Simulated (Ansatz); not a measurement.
The starting structures come from a database of crystals and need not be the phases stable at ambient conditions.

The decay constant κ of evanescent states in the gap governs leakage through a thin film.

Consider the following.

```yaml
crystal:
  lattice:
    - [6.61863, 0.00000, 0.00000]
    - [2.58539, 8.30298, 0.00000]
    - [0.00000, 0.00000, 6.69272]
  atoms:
    - { symbol: K, position: [0.22682, 0.56641, 0.97393] }
    - { symbol: K, position: [0.77318, 0.43359, 0.47393] }
    - { symbol: La, position: [0.73208, 0.94782, 0.48956] }
    - { symbol: La, position: [0.26792, 0.05218, 0.98956] }
    - { symbol: Si, position: [0.28507, 0.81462, 0.46239] }
    - { symbol: Si, position: [0.71493, 0.18538, 0.96239] }
    - { symbol: S, position: [0.09238, 0.66183, 0.46145] }
    - { symbol: S, position: [0.90762, 0.33817, 0.96145] }
    - { symbol: S, position: [0.50992, 0.76784, 0.22668] }
    - { symbol: S, position: [0.49008, 0.23216, 0.72668] }
    - { symbol: S, position: [0.47714, 0.78168, 0.72264] }
    - { symbol: S, position: [0.52286, 0.21832, 0.22264] }
    - { symbol: S, position: [0.89632, 0.93879, 0.93035] }
    - { symbol: S, position: [0.10368, 0.06121, 0.43035] }
```

Space group of this cell: P2_1. The cell is taken as given; by PBEsol its mean pressure is -1.0 GPa.

Transport runs along the normal of the first two printed cell vectors.

The gap is the functional's own, uncorrected, and κ follows it; spin-orbit coupling is left out. Mid-gap values are interpolated between the computed energies.

Predict the band gap and the smallest decay constant κ at mid-gap from PBEsol in Ansatz (a program for electronic structure).

Gap 2.71 eV on a 6×4×6 mesh; κ = 0.236 1/Å, at the zone centre.
